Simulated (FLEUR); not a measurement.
FLEUR run on GaP (F-43m, 2 atoms in the cell): self-consistent single point.

Method of the run: LDA (Perdew-Zunger), all-electron FLAPW (FLEUR), scalar-relativistic valence.

```
CELL_PARAMETERS angstrom
      0.00000     2.72500     2.72500
      2.72500     0.00000     2.72500
      2.72500     2.72500     0.00000
ATOMIC_POSITIONS crystal
  Ga 0.00000 0.00000 0.00000
  P  0.25000 0.25000 0.25000
```

Reference input (self-consistent single point, DFT, PBE, all-electron FLAPW (FLEUR), scalar-relativistic valence): Kmax = 4 1/bohr; GmaxXC = 16 1/bohr; xcFunctional = pbe; jspins = 1; l_soc = F; mode = hist; fermiSmearingEnergy = 0.00036749 Htr; mesh (inpgen div1-3) = 5 5 5; inpgen gamma flag = false; Gmax = 16 1/bohr; numbands = 0; maxIterBroyd = 15. This run's input differs from it in these lines:

```diff
@@ -14,2 +14,3 @@
 &comp jspins=1 /
+&exco xctyp='pz' /
 &kpt div1=5 div2=5 div3=5 /
@@ -26,3 +27,3 @@
       <coreElectrons ctail="T" frcor="F" kcrel="0" coretail_lmax="0"/>
-      <xcFunctional name="pbe" relativisticCorrections="F"/>
+      <xcFunctional name="pz" relativisticCorrections="F"/>
       <magnetism jspins="1"/>
```

Log, with long lists cut:

```
 Iteration:     1   Distance:       9.13078207 me/bohr^3
 Iteration:     2   Distance:       8.37680910 me/bohr^3
 Iteration:     3   Distance:       4.59999001 me/bohr^3
 Iteration:     4   Distance:       1.45510577 me/bohr^3
 Iteration:     5   Distance:       1.23279552 me/bohr^3
   [... 5 lines left out ...]
 Iteration:    11   Distance:       0.00038929 me/bohr^3
 Iteration:    12   Distance:       0.00039176 me/bohr^3
 Iteration:    13   Distance:       0.00009354 me/bohr^3
 Iteration:    14   Distance:       0.00000962 me/bohr^3
 Run finished successfully
 Stop message:
   Structural relaxation: Done

[file out, last iteration]
             iter=     15
[...]
          total density-effective poten   -3.6234240820E+03
          total charge density-energy d   -9.4942185067E+01
 Updated energy parameters for spin:           1
[...]
 fermi energy and band-weighting factors:

[...]
FERMIE:
          first approx. to ef    (T=0)  :   0.197960 htr   (energy of the highest occ. eigenvalue)
          number of occ. states  (T=0)  :        126
          first approx. to seigv (T=0)  :  -3.333575 htr
          sum of weights of occ. states :   9.000000
          sum of semicore charge        :   0.000000 e
FERHIS:  Fermi-Energy by histogram:
          bandgap                     :   0.052659 htr
   [... lines left out ...]
          charge neutrality (T=0)     :   0.000000    (zero if the highest occ. eigenvalue is "entirely" occupied)
 Direct bandgap for spin            1 :    5.8490719458930196E-002  Htr
 ---->    free energy=                     -2282.3656401300 htr
   [... lines left out ...]
      extrapolation for T->0
 ---->    total electron energy=           -2282.3656401300 htr
 ***** TOTAL FORCES ON ATOMS *****
 TOTAL FORCE FOR ATOM TYPE=  1  X=  0.000   Y=  0.000   Z=  0.000
                       FX_TOT= 0.000000 FY_TOT= 0.000000 FZ_TOT= 0.000000
 TOTAL FORCE FOR ATOM TYPE=  2  X=  2.575   Y=  2.575   Z=  2.575
                       FX_TOT= 0.000000 FY_TOT= 0.000000 FZ_TOT= 0.000000
 Structural relaxation: Done
```

The run converged in 14 iterations. FLEUR gives forces in its relaxation mode, with a further iteration, so its stop message speaks of a relaxation. Against the reference run the gap on the mesh goes from 1.593 to 1.433 eV.

The starting cell has typed, rounded lattice constants, without a prior relaxation at this level. Values depend on the basis (sphere radii, cutoffs, local orbitals), which need not be converged.
